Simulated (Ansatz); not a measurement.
A15 V3Si (cubic form, which distorts at low temperature) was calculated with BLYP (PAW; Ansatz, an electronic-structure program).

The input as run:

Ansatz 0.2 input:
```yaml
crystal:
  lattice:
    - [4.8478610291, 0.0, 0.0]
    - [0.0, 4.8478610291, 0.0]
    - [0.0, 0.0, 4.8478610291]
  atoms:
    - { symbol: V, position: [0.25, 0.0, 0.5] }
    - { symbol: V, position: [0.5, 0.25, 0.0] }
    - { symbol: V, position: [0.5, 0.75, 0.0] }
    - { symbol: V, position: [0.75, 0.0, 0.5] }
    - { symbol: V, position: [0.0, 0.5, 0.75] }
    - { symbol: V, position: [0.0, 0.5, 0.25] }
    - { symbol: Si, position: [0.5, 0.5, 0.5] }
    - { symbol: Si, position: [0.0, 0.0, 0.0] }
basis:
  ecutwfc: 520
  ecutrho_ratio: 4
  xc_grid: 2
kpoints:
  mp_grid: { grid: [12, 12, 12] }
hamiltonian:
  xc: blyp
  dispersion: none
  pseudopotentials: { kind: paw }
scf:
  occupations: { method: fermi_dirac, width: 0.05 }
  convergence: { dr2_threshold: 0.0000000008 }
output:
  forces: true
  stress: true
  eigenvalues: true
```

**Question.** How many irreducible k-points, plane waves at Γ does the program set up, and what pressure does the run end with?

**Answer.** 84 irreducible k-points, 3071 plane waves at Γ; P = -8.95 GPa, so the cell is stretched on average and its volume would shrink at this level.

The run printed, among other lines:

```
Crystal: 8 atoms, lattice volume = 113.933 Å³
Basis set: ecut = 520 eV, 3071 PW (Γ), exchange–correlation on 80×80×80 points (8 copies of the dense FFT grid, shifted against one another)
Bands: 52, of which v1, the nominal top of the filled ones, is band 43 counted from 1 (42 counted from 0)
Symmetry: 48 space group operations
Space group: Pm-3n (ITA 223), of the structure as read, at distance tolerance 4.8e-5 Å
k-points: 84 of 1728
Functional: x = b88, c = lyp
SCF iter   1: F=—  HF=-18794.955018 eV  |F-HF|=—  |Δ(HF+E_count)|=         —  Δρ=1.95e-2  dr2=3.83e-1
SCF iter   2: F=—  HF=-18794.874759 eV  |F-HF|=—  |Δ(HF+E_count)|=   8.03e-2  Δρ=5.52e-3  dr2=3.46e-2
  ...
SCF iter   8: F=—  HF=-18794.867206 eV  |F-HF|=—  |Δ(HF+E_count)|=   1.73e-8  Δρ=2.06e-6  dr2=4.02e-9
SCF iter   9: F=-18794.867206 eV  HF=-18794.867206 eV  |F-HF|=2.91e-11  |Δ(HF+E_count)|=  1.02e-10  Δρ=2.98e-7  dr2=6.46e-11
SCF 1 converged in 9 iterations: F = -18794.867206 eV  dr2 = 6.46e-11
SCF converged after 9 iterations
Free energy (F): -18794.867206 eV
Internal energy: -18794.743387 eV  (E = F + TS)
E sigma→0 (E₀):  -18794.805296 eV
Fermi energy:    14.659555 eV
--- Stress (GPa, compression-positive) ---
       -8.950181       0.000000       0.000000
       -0.000000      -8.950181       0.000000
        0.000000       0.000000      -8.950181
  P = ⅓ Tr σ = -8.9502 GPa (-89.502 kbar)
```

The cell is one volume of an energy–volume scan, off the minimum.

The PAW data were made under PBE.

Note: symmetry holds this phase in the static calculation, where it need not be a minimum.

It cost around 50 core-seconds (rough) of CPU time.
